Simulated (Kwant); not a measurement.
Model system: wire with a row of barriers in a GaAs two-dimensional gas. Effective mass 0.067 mₑ, grid spacing 2.7 nm, hard walls, nominal width 80 nm (29 grid rows, so walls 81 nm apart), one parabolic valley, scattering region 270 nm long along x; energies count from the band bottom; Fermi energy swept from 0.00070155 to 0.0083309 eV. 2 barrier(s) across the wire, height 0.14 eV, thickness 8.1 nm (about 3 grid columns), spaced by 21.6 nm.

Constants are typed, rounded textbook-type inputs, not results; the design itself was drawn at random and stands for no fabricated device.

Kwant, effective-mass tight-binding model on a square grid, one spin, coherent transport at 0 K. Conductance is in e²/h.

Sweep values stay those of the base run.

The number of barriers was swept, all else fixed.

```tsv
number of barriers	mean G (e²/h) over the sweep	G (e²/h) at E = 8.331 meV	G (e²/h) at E = 4.492 meV	G (e²/h) at E = 6.412 meV
1	0.00049	0.0012	0.00043	0.00080
2	7.1e-7	1.4e-5	4.2e-8	3.0e-7
3	6.4e-9	3.0e-7	4.6e-12	1.5e-10
4	8.9e-11	6.2e-9	< 1e-12	< 1e-12
```

From the first row to the last the mean G over the sweep goes from 0.00049 to 8.9e-11. From the first row to the last the G at E = 8.331 meV goes from 0.0012 to 6.2e-9.
